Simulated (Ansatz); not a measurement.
**HgSe under a change: tensor shear ε_xz = −0.65 %**

The reference is HgSe in the zinc blende structure (space group F-43m, No. 216; a = 6.1332 Å). Axes: x, y, z lie along the cube axes.

It is then changed as follows: tensor shear ε_xz = −0.65 % (engineering shear γ = -0.0130); the atoms relax in the strained cell.

Method: Kohn–Sham DFT with the PBEsol functional, run in Ansatz (a first-principles code) with PAW and 420 eV plane waves, without spin-orbit coupling, earlier PAW set. Settings: 9×9×9 k-points, 0.05 eV Fermi–Dirac smearing.

```json
[
 {"quantity": "volume per atom", "base": "28.84 Å³", "changed": "28.84 Å³", "shift": "0.00 Å³"},
 {"quantity": "space group", "base": "F-43m (No. 216)", "changed": "Imm2 (No. 44)", "shift": "–"},
 {"quantity": "shortest interatomic distance", "base": "2.656 Å", "changed": "2.655 Å", "shift": "-0.0003 Å"},
 {"quantity": "energy relative to the base (free energy F)", "base": "0 meV/atom", "changed": "+0.3 meV/atom", "shift": "+0.3 meV/atom"},
 {"quantity": "pressure (mean of the normal stresses, compression positive)", "base": "0.0 GPa", "changed": "0.0 GPa", "shift": "0.0 GPa"},
 {"quantity": "band gap", "base": "zero", "changed": "zero", "shift": "–"},
 {"quantity": "valley order (the lowest conduction-band minima on the path, energy above the VBM, named in the base's zone)", "base": "–", "changed": "Γ 0.02 eV; L along [1-11] 0.98 eV; L along [11-1] 1.08 eV", "shift": "–"},
 {"quantity": "stress (xx, yy, zz, yz, xz, xy; compression positive) (rough)", "base": "–", "changed": "(0.0, 0.0, 0.0, 0.0, 0.3, 0.0) GPa", "shift": "–"}
]
```

Without a gap, meshes like the base's 9×9×9 leave anisotropic stresses uncertain by several tenths of a GPa, and small strain energies with them. Spin-orbit coupling, missing from the scalar runs, can matter with Hg. Whether these cells are dynamically stable was not tested. The final runs are not spin-polarised. Gaps under 0.05 eV, about the width of the smearing, are given as zero. The zero or small gap of HgSe can change with the level of theory.
